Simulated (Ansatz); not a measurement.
The reference is SiC in the wurtzite structure (space group P6_3mc, No. 186; a = 3.0564 Å, c = 5.0158 Å). Axes: x lies along a and z along c of the hexagonal cell.

Computed with LDA/PAW in Ansatz (a program for electronic structure), no spin-orbit coupling.

Strains are applied to the cell and any free atomic positions relax; under biaxial strain the out-of-plane vector relaxes too.

One change was made to it. Results:

The band gap falls by 0.25 eV (2.13 eV → 1.88 eV); the smallest direct gap goes up by 0.24 eV (3.92 eV → 4.16 eV); the shortest interatomic distance shrinks by 0.024 Å to 1.847 Å.

Name the change that was made.
A. biaxial strain −0.60 %, plane normal [001], relaxed out of plane
B. biaxial strain −1.20 %, plane normal [001], relaxed out of plane
C. biaxial strain −1.80 %, plane normal [001], relaxed out of plane
D. biaxial strain −3.00 %, plane normal [001], relaxed out of plane
E. biaxial strain −2.40 %, plane normal [001], relaxed out of plane

C, biaxial strain −1.80 %, plane normal [001], relaxed out of plane. For comparison, the band gap in the other runs: biaxial strain −2.40 %, plane normal [001], relaxed out of plane gives 1.79 eV; biaxial strain −1.20 %, plane normal [001], relaxed out of plane gives 1.97 eV; biaxial strain −3.00 %, plane normal [001], relaxed out of plane gives 1.70 eV; biaxial strain −0.60 %, plane normal [001], relaxed out of plane gives 2.05 eV.

Stability against distortions was not tested.
